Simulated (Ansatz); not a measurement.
**O interstitial (fcc Al host)**

Method: PBE, PAW (plane waves to 420 eV; Ansatz, a quantum-chemistry and plane-wave program). Set-up: 108-site cell; 4×4×4 shifted k-points; start: void with 4Al nearest; finite-size errors of tenths of an eV; the relaxation kept the symmetry of the starting site.

Neighbours after relaxation, in Å: of the O atom: Al 1.90, Al 1.90, Al 1.90, Al 1.90.

Formation energies E_f are those of the neutral cell. Chemical conditions: impurity bounded by its compound with the host (Δμ(O) = -4.96 eV, bounded by corundum; only phases computed here count, gases as isolated molecules at 0 K). Reference phases: O: O2 molecule in a box.

The name describes the start; the neighbours show where the added atom ended.

```tsv
charge	moment (μB)	point group	largest move off a lattice site (Å)	E_f, impurity bounded by its compound with the host (eV)
0	not spin-polarised	Td	0.15	1.57
```

Point groups are those of the whole cell at tolerances of 0.03 and 0.1 Å ("near" where only the looser one holds); none is given for unsettled states.

No other site or start that was run ended lower by more than 0.1 eV.
